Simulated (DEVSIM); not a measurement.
Structure: Schottky contact on n-type β-Ga2O3, at 300 K.

Layer 1 from the left is β-Ga2O3, thickness (μm) 6.10, Nd (cm⁻³) 2.6e16, τn (s) 3.1e-10, τp (s) 3.1e-10.

Left contact: Schottky, work function 5.1 eV, emission velocity 2e6 cm/s. Right contact: ohmic. Voltage is applied to the left contact. Recombination: SRH at mid-gap, radiative, Auger. Mobility is constant in doping.

This is a model device: material constants are rounded textbook-type values typed into the input, and sizes, dopings and lifetimes were drawn at random. Values at 300 K.

β-Ga2O3: gap (eV) 4.8, affinity (eV) 4, permittivity 10, Nc (cm⁻³) 3.7e18, Nv (cm⁻³) 5e20, μn (cm²/Vs) 160, μp (cm²/Vs) 1, B (cm³/s) 1e-12, Cn (cm⁶/s) 1e-31, Cp (cm⁶/s) 1e-31.

DEVSIM, 1D drift-diffusion, Boltzmann statistics, complete ionisation; no tunnelling, impact ionisation, image-force lowering or self-heating. Metal contacts follow the ideal Schottky-Mott rule: no Fermi-level pinning, no interface dipoles.

Dark forward current:

| |V| (V) | |J| (A/cm²) |
|---|---|
| 0.05 | 2.045e-12 |
| 0.10 | 1.613e-11 |
| 0.15 | 1.132e-10 |
| 0.20 | 7.816e-10 |
| 0.25 | 5.383e-9 |
| 0.30 | 3.704e-8 |
| 0.35 | 2.547e-7 |
| 0.40 | 1.750e-6 |
| 0.45 | 1.201e-5 |
| 0.50 | 8.232e-5 |
| 0.55 | 0.0005633 |
| 0.60 | 0.003845 |
| 0.65 | 0.02614 |
| 0.70 | 0.1760 |
| 0.75 | 1.142 |
| 0.80 | 6.321 |
| 0.85 | 23.10 |
| 0.90 | 53.15 |
| 0.95 | 91.61 |
| 1.00 | 134.7 |
| 1.05 | 180.6 |
| 1.10 | 228.2 |
| 1.15 | 277.1 |
| 1.20 | 326.8 |
| 1.25 | 377.1 |
| 1.30 | 428.0 |

Work out the local ideality factor n = ΔV / (kT/q · ln(J2/J1)) between the rows 0.15 and 0.20 V, 1.25 and 1.30 V.

kT/q = 25.85 mV. From 0.15 to 0.20 V: ln(7.816e-10/1.132e-10) = 1.932, n = 1.00, near the 1 of diffusion or emission over a barrier. From 1.25 to 1.30 V: ln(428.0/377.1) = 0.127, n = 15.28; the layers' resistance at their doping, Σ W/(qμN) = 0.00092 Ω cm², would take 47 mV of this step of 50 mV.

Estimate the current at 0.45 V for emission alone, J0 = q v N_band exp(−φB/kT), and read the barrier back from the simulated current.

φB = 1.100 eV, N_band = 3.70e18 cm⁻³, J0 = 3.92e-13 A/cm²; J = J0 (exp(qV/kT) − 1) = 1.42e-5 A/cm². The simulation gives 1.20e-5 A/cm²; the estimate lies 19 % above. Read backwards, the simulated current gives an apparent barrier of 1.104 eV. The estimate leaves out transport through the depletion region and minority injection.
